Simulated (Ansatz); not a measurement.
How far PBE-D3(BJ) and r2SCAN+rVV10 part for ZrS2, biaxial strain +4.46 %, plane normal [001], relaxed out of plane

The parent structure is ZrS2 in the CdI2 type structure (space group P-3m1, No. 164; a = 3.635 Å, c = 5.720 Å; layered, stacked along the Cartesian z axis). Axes: x lies along a and z along c of the hexagonal cell.

(Cell as relaxed with PBE-D3(BJ).)

Levels (all Ansatz, a program for electronic structure, PAW): PBE-D3(BJ) (420 eV, no spin-orbit coupling); r2SCAN+rVV10 (500 eV, no spin-orbit coupling).

Each level relaxes its own structure.

```
base                 PBE-D3(BJ)  r2SCAN+rVV10
-------------------  ----------  ------------
volume per atom        21.81 Å³      22.84 Å³
lattice parameter a     3.635 Å       3.674 Å
band gap                0.66 eV       1.17 eV
```

One thing is altered: biaxial strain +4.46 %, plane normal [001], relaxed out of plane (Cartesian); in-plane vectors clamped, the third vector and the atoms free.

```csv
quantity,PBE-D3(BJ),r2SCAN+rVV10
shortest interatomic distance,2.591 Å,(withheld)
shift of the gap caused by the change,+0.23 eV,(withheld)
smallest direct gap,1.14 eV,(withheld)
out-of-plane strain,-2.02 %,(withheld)
band gap,0.89 eV,(withheld)
```

Task: Predict the r2SCAN+rVV10 column.

Result: 
- shortest interatomic distance, r2SCAN+rVV10: 2.602 Å
- shift of the gap caused by the change, r2SCAN+rVV10: +0.18 eV
- smallest direct gap, r2SCAN+rVV10: 1.51 eV
- out-of-plane strain, r2SCAN+rVV10: -2.30 %
- band gap, r2SCAN+rVV10: 1.35 eV

PBE-D3(BJ)'s shortest interatomic distance lies 0.011 Å below r2SCAN+rVV10's (0.4 %); PBE-D3(BJ)'s shift of the gap caused by the change lies 0.05 eV above r2SCAN+rVV10's; PBE-D3(BJ)'s smallest direct gap lies 0.365 eV below r2SCAN+rVV10's; PBE-D3(BJ)'s out-of-plane strain lies 0.28 % above r2SCAN+rVV10's; PBE-D3(BJ)'s band gap lies 0.46 eV below r2SCAN+rVV10's. Neither level is exact; r2SCAN+rVV10 is the comparison here, not a measurement.

Whether these cells are dynamically stable was not tested.
